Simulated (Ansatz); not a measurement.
The starting structures come from a database of crystals and need not be the phases stable at ambient conditions.

By PBEsol, the system below comes out a metal.

Here is the system:

```
CELL_PARAMETERS angstrom
      3.29676     0.00000     0.00000
      0.00000     6.63320     0.00000
      0.00000     0.00000     6.63320
ATOMIC_POSITIONS crystal
  Si 0.00000 0.63424 0.13424
  Si 0.00000 0.36576 0.86576
  Si 0.00000 0.13424 0.36576
  Si 0.00000 0.86576 0.63424
  Mo 0.00000 0.50000 0.50000
  Mo 0.00000 0.00000 0.00000
  Mo 0.50000 0.16126 0.66126
  Mo 0.50000 0.83874 0.33874
  Mo 0.50000 0.66126 0.83874
  Mo 0.50000 0.33874 0.16126
```

Space group of this cell: P4/mbm. The cell is taken as given; by PBEsol its mean pressure is -6.9 GPa.

Computed with PBEsol (plane waves, PAW; Ansatz, a program for electronic structure).

The current runs along the normal of the first two printed vectors; no spin-orbit coupling. Scaled by the factor s: the length along the current (ions clamped). Meshes 18×10×10 and 28×14 across the current in all rows.

```tsv
s	mean pressure (GPa)	ballistic conductance per area (both spins) (× 10¹⁵ S/m²)
0.97	0.5	?
1.00	-6.9	0.67
1.03	-12.9	0.58
```

**Question.** Take the slope of the ballistic conductance per area (both spins) against ln s from the two given rows, extrapolate to s = 0.97, and say what the run there gives.

**Answer.** Slope = (0.58 − 0.67) / ln 1.03 = -3.04 × 10¹⁵ S/m². The line gives 0.67 + (-3.04) × ln 0.97 = 0.76 × 10¹⁵ S/m². The run gives 0.73 × 10¹⁵ S/m², 0.03 × 10¹⁵ S/m² under the line, 35 % of the predicted step.
